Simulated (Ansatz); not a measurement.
The reference is Ru in the hcp (Mg type) structure (space group P6_3/mmc, No. 194; a = 2.722 Å, c = 4.294 Å; relaxed with 0.1 eV smearing). Axes: x lies along a and z along c of the hexagonal cell.

Level of theory: PBE in Ansatz (plane waves to 420 eV, PAW, scalar-relativistic without spin-orbit coupling).

For the base:

| Property | Value |
|---|---|
| Shortest interatomic distance | 5.028 bohr |

Now apply this change: tensile biaxial strain of 3.00 % in the plane normal to [001], as in epitaxy on a mismatched substrate; the out-of-plane cell vector and the atoms relax.

### Question
Estimate the effect on the shortest interatomic distance and ratio −ε⊥/ε∥.

### Answer
The shortest interatomic distance is nearly the same (5.028 bohr against 5.029 bohr); the ratio −ε⊥/ε∥ comes out as 0.54.

Stability against distortions was not tested. The final runs are not spin-polarised.

Ansatz is a quantum-chemistry and plane-wave program.
